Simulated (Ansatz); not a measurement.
System: PbS (model structure, started from the zincblende type, F-43m, No. 216, 2 atoms in the cell). Method: PBE+SOC in Ansatz (PAW).

Run with plane-wave cutoff 520 eV, 10×10×10 k mesh, Fermi–Dirac smearing 0.01 eV, PAW data made under PBE.

Cell (relaxed with PBEsol):

PbS has the cubic space group F-43m (No. 216), the zinc blende structure, Pearson symbol cF8. Lattice parameters: a = 6.5430 Å, b = 6.5430 Å, c = 6.5430 Å, α = 90.00°, β = 90.00°, γ = 90.00°. S on 4c is surrounded by 4 Pb at 2.833 Å (tetrahedral). Pb on 4a is coordinated by 4 S at 2.833 Å (tetrahedral). (Neighbours: up to the widest gap in distance over summed covalent radii, below 1.35, at either atom; cation-cation and far metal-metal contacts left out.)
(The calculation used a cell of 2 atoms; values per cell refer to that cell.)

**Question.** Predict the band gap, smallest direct gap on the k points sampled and direct gap at Γ.

**Answer.** 
- band gap: 0.63 eV (indirect)
- smallest direct gap on the k points sampled: 1.13 eV
- direct gap at Γ: 3.06 eV

Note: the relaxation could raise the start's symmetry but not lower it, so the cell can be a saddle point; cell and atoms aren't relaxed at this level (pressure 1.7 GPa).

A model structure was made by putting elements into a prototype or built by hand; it is no filed structure, need not be a known phase, and can be a saddle point held by its symmetry.

Ansatz is an electronic-structure program.
